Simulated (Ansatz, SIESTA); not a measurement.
# Code comparison for V3Ge (P1, 8 atoms in the cell)

Self-consistent single point, at a second geometry (atoms moved at random). First geometry:

```
CELL_PARAMETERS angstrom
      4.78711     0.00000     0.00000
      0.00000     4.78711     0.00000
      0.00000     0.00000     4.78711
ATOMIC_POSITIONS crystal
  V  0.50000 0.25000 0.00000
  V  0.50000 0.75000 0.00000
  V  0.25000 0.00000 0.50000
  V  0.75000 0.00000 0.50000
  V  0.00000 0.50000 0.25000
  V  0.00000 0.50000 0.75000
  Ge 0.50000 0.50000 0.50000
  Ge 0.00000 0.00000 0.00000
```
Moments meant for the start (each program seeds them in its own way; μB, in the order of the atoms V V V V V V Ge Ge): 2.0 2.0 2.0 2.0 2.0 2.0 0.0 0.0.

Second geometry:
```xyz
8
Lattice="4.7871 0.0000 0.0000 0.0000 4.7871 0.0000 0.0000 0.0000 4.7871" Properties=species:S:1:pos:R:3 pbc="T T T"
V      2.3860     1.2450    -0.0002
V      2.4128     3.5768     0.0718
V      1.2008    -0.0100     2.3786
V      3.5693     0.0938     2.3549
V      0.0111     2.3820     1.1838
V     -0.0142     2.3606     3.5524
Ge     2.3843     2.3304     2.4015
Ge     0.0176    -0.0107     0.0251
```
Moments meant for the start (each program seeds them in its own way; μB, in the order of the atoms V V V V V V Ge Ge): 2.0 2.0 2.0 2.0 2.0 2.0 0.0 0.0.

Shared settings, as Ansatz (a quantum-chemistry and plane-wave program) writes them: kpoints.mp_grid.grid = 3 3 3; scf.occupations.method = gaussian; scf.occupations.width = 0.136 eV. Potentials and cutoffs stand in the table.

| code | model | ΔF from the first geometry (meV/atom) | pressure (GPa) | size of the net moment (μB/atom) | cutoff |
|---|---|---|---|---|---|
| SIESTA | GGA PBEsol, numerical atomic orbitals DZP, PseudoDojo PBEsol standard norm-conserving potentials (rewritten from UPF to PSML) | 17.0 | -11.27 | 0.16 | grid 350 Ry |
| Ansatz | PBEsol, PAW files made with PBE | 15.5 | -9.15 | 0.09 | 420 eV |

On Ansatz's run: the moments shrank to a small part of their start, a low-spin state that need not be the lowest. The program warned that a starting moment was not kept.

The spread over the programs that give each value: ΔF from the first geometry within 1.5 meV/atom; pressure within 2.12 GPa; size of the net moment within 0.07 μB/atom.

SIESTA uses small atom-centred bases, whose incompleteness enters pressures, forces and empty levels differently from a plane-wave cutoff. Ansatz's pressure is given at a fixed set of plane waves, as the other plane-wave codes print theirs; with its correction for the finite basis it is -9.00 GPa.

The shared mesh is coarse (it stands for a supercell whose shortest vector is 14 Å), so the values are not converged in it.

The starting cell comes from a database of computed structures (which also holds hypothetical and non-ambient phases and stackings), without a prior relaxation at this level. Its lattice was rescaled by a random factor within 2.5 % of one. For this run, on top of that: atoms moved at random.

Keys are those of Ansatz 0.2.
